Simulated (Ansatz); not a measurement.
Output of an Ansatz run (abridged):

```
WARN ansatz: RAYON_NUM_THREADS=1 ignored (pool sized by the plan → 1); use --threads N
Pseudopotentials: kind: paw
Pseudopotential: Mg, paw, valence charge 10
Pseudopotential: S, paw, valence charge 6
Crystal: 2 atoms, lattice volume = 35.469 Å³
Basis set: ecut = 420 eV, 701 PW (Γ)
Bands: 12, of which v1, the nominal top of the filled ones, is band 8 counted from 1 (7 counted from 0)
Symmetry: 8 space group operations
Space group: I4mm (ITA 107), of the structure as read, at distance tolerance 3.3e-5 Å
k-points: 59 of 512 (time reversal used)
PAW frozen core: Mg, regenerated for the run's functional, and the local potential with it
PAW frozen core: S, regenerated for the run's functional, and the local potential with it
Initial density: superposition of atomic densities (neutral atoms: chi_scale 0, normalization atom), corrected by the library's trained network
Initial wavefunctions: pseudopotential atomic-orbital guess
Eigensolver: davidson
Functional: x = slater, c = lda
SCF iter   1: F=—  HF=-2774.160829 eV  |F-HF|=—  |Δ(HF+E_count)|=         —  Δρ=6.69e-3  dr2=9.37e-3  ethr=1.77e-3  ⟨swp⟩=6.2  Hψ=4251  notcnv=0
all-band conjugate gradients solve this SCF's bands
preconditioner: auto → none
SCF iter   2: F=—  HF=-2774.154921 eV  |F-HF|=—  |Δ(HF+E_count)|=   5.91e-3  Δρ=2.56e-3  dr2=1.27e-3  ethr=5.86e-5  ⟨swp⟩=2.4  Hψ=1641  notcnv=0
SCF iter   3: F=—  HF=-2774.154320 eV  |F-HF|=—  |Δ(HF+E_count)|=   6.01e-4  Δρ=3.96e-4  dr2=2.91e-5  ethr=7.91e-6  ⟨swp⟩=2.0  Hψ=885  notcnv=0
SCF iter   4: F=—  HF=-2774.154311 eV  |F-HF|=—  |Δ(HF+E_count)|=   9.97e-6  Δρ=2.87e-5  dr2=3.42e-7  ethr=1.82e-7  ⟨swp⟩=2.1  Hψ=931  notcnv=0
iter 5 did not close the SCF: its close was put off for the readings that it lacked (scf_convergence_deferred on its scf_iter line)
SCF iter   5: F=-2774.154310 eV  HF=-2774.154310 eV  |F-HF|=2.94e-8  |Δ(HF+E_count)|=   9.87e-8  Δρ=9.52e-6  dr2=3.71e-8  ethr=2.14e-9  ⟨swp⟩=2.0  Hψ=925  notcnv=0
SCF iter   6: F=-2774.154310 eV  HF=-2774.154310 eV  |F-HF|=1.22e-10  |Δ(HF+E_count)|=   1.39e-8  Δρ=2.16e-6  dr2=7.46e-10  ethr=2.32e-10  ⟨swp⟩=2.3  Hψ=2346  notcnv=0
SCF 1 converged in 6 iterations: F = -2774.154310 eV  dr2 = 7.46e-10
SCF converged after 6 iterations
Free energy (F): -2774.154310 eV
Harris-Foulkes:  -2774.154310 eV  (|F-HF|=1.22e-10)
Internal energy: -2774.154310 eV  (E = F + TS)
E sigma→0 (E₀):  -2774.154310 eV
Fermi energy:    7.397805 eV
--- Per-component energies (eV) ---
  E_band       = -334.828021
  E_kinetic    = 185.447611
  E_local      = -1670.521896  (includes V_loc(G=0)·N_el)
  E_nonlocal   = 125.219692
  E_hartree    = 593.447104
  E_xc         = -126.490518
  E_vxc        = -127.045439  (∫ρ·V_xc dr)
  E_paw        = -840.409124  (= ΣΔE_a)
  E_vpaw       = -34.822555  (= ΣTr[D̂ρ^β])
  E_aug_tail   = 0.000001  (compensation charges beyond the density's cutoff)
  E_ewald      = -1041.150857
  E_core_change = 0.303677  (= ΣΔE_core)
  E_smearing   = -0.000000  (= −TS)
  E_closure    = 0.000000  (closes the sum)
  Σ components = -2774.154310   (vs F -2774.154310, Δ=0.00e0)
--- Forces (eV/Å), atoms counted from 1 ---
  atom   1  Mg     0.00000000     0.00000000    -0.12148811
  atom   2  S      0.00000000    -0.00000000     0.12148922
  max |Σ_I F_I| component: 1.11e-6 eV/Å
--- Stress (GPa, compression-positive) ---
       -3.780366       0.000000       0.000000
        0.000000      -3.780366       0.000000
        0.000000      -0.000000      -3.491672
  P = ⅓ Tr σ = -3.6841 GPa (-36.841 kbar)
  The stress holds the Pulay correction. Without it, at fixed plane waves, as pw.x and ABINIT print it: P = -3.6931 GPa
--- Band table (eV; the first three rows and the last of 59) ---
  k-point 0: bands = ["-67.9183", "-35.3434", "-35.3434", "-35.3434", "-6.5077", "6.1008", "6.1052", "6.1052", "9.5308", "13.9055", "13.9055", "13.9101"]
  k-point 1: bands = ["-67.9183", "-35.3444", "-35.3435", "-35.3435", "-6.3556", "5.0305", "6.0022", "6.0048", "10.3559", "13.5817", "14.1460", "14.1501"]
  k-point 2: bands = ["-67.9182", "-35.3467", "-35.3439", "-35.3438", "-5.9436", "3.2639", "5.7837", "5.7862", "10.8441", "13.7363", "13.7377", "14.1905"]
  k-point 58: bands = ["-67.9179", "-35.3493", "-35.3458", "-35.3458", "-4.8263", "1.9006", "4.4184", "4.4184", "8.6517", "10.3711", "17.8215", "18.6647"]
```

The structure:

```
CELL_PARAMETERS angstrom
      0.00000     2.60780     2.60780
      2.60780     0.00000     2.60780
      2.60780     2.60780     0.00000
ATOMIC_POSITIONS crystal
  Mg 0.00959 0.00959 0.99041
  S  0.50000 0.50000 0.50000
```

Reconstruct the input of this run.

Other spellings and defaults could give the same log, and not every line can be read from it. The input that was run (DFT, LDA (PW92), plane waves, default PAW files made with PBE):

Ansatz 0.2 input:
```yaml
# MgS
crystal:
  lattice:
    - [0.00000000, 2.60780000, 2.60780000]
    - [2.60780000, 0.00000000, 2.60780000]
    - [2.60780000, 2.60780000, 0.00000000]
  atoms:
    - { symbol: Mg, position: [0.00958700, 0.00958700, -0.00958700] }
    - { symbol: S, position: [0.50000000, 0.50000000, 0.50000000] }
basis:
  ecutwfc: 420.0 eV
kpoints:
  mp_grid: { grid: [8, 8, 8] }
hamiltonian:
  xc: lda
  pseudopotentials: { kind: paw }
scf:
  occupations: { method: fermi_dirac, width: 0.05 eV }
output:
  forces: true
  eigenvalues: true
  stress: true
```

The starting cell has typed, rounded lattice constants, without a prior relaxation at this level. Its lattice was rescaled by up to half a per cent. One atom was moved a little off its site on purpose. With a pressure of about -4 GPa the cell is away from its equilibrium volume at this level. Ansatz's pressure includes its estimate of the finite-basis (Pulay) stress.

Ansatz is an electronic-structure program.
